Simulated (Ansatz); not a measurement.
The reference is NaI in the zinc blende structure (space group F-43m, No. 216; a = 7.0588 Å; a hypothetical phase, not in the database extracts checked). Axes: x, y, z lie along the cube axes.

Method: Ansatz (a program for electronic structure) PBEsol, no spin-orbit coupling.

For the base:

The band gap is 3.75 eV.

Perturbation: a free-standing slab of 5 layers (10 atoms, 2 a layer) is cut normal to [110], with 15 Å of vacuum and the in-plane cell held at bulk.

### Question
Predict the new gap character and band gap.

### Answer
The gap character comes out as indirect, X → Γ; the band gap rises by 0.025 eV, from 3.75 eV to 3.77 eV.

With I present, leaving out spin-orbit coupling can change the band edges. Whether these cells are dynamically stable was not tested. k-point labels follow each cell's own Brillouin zone.
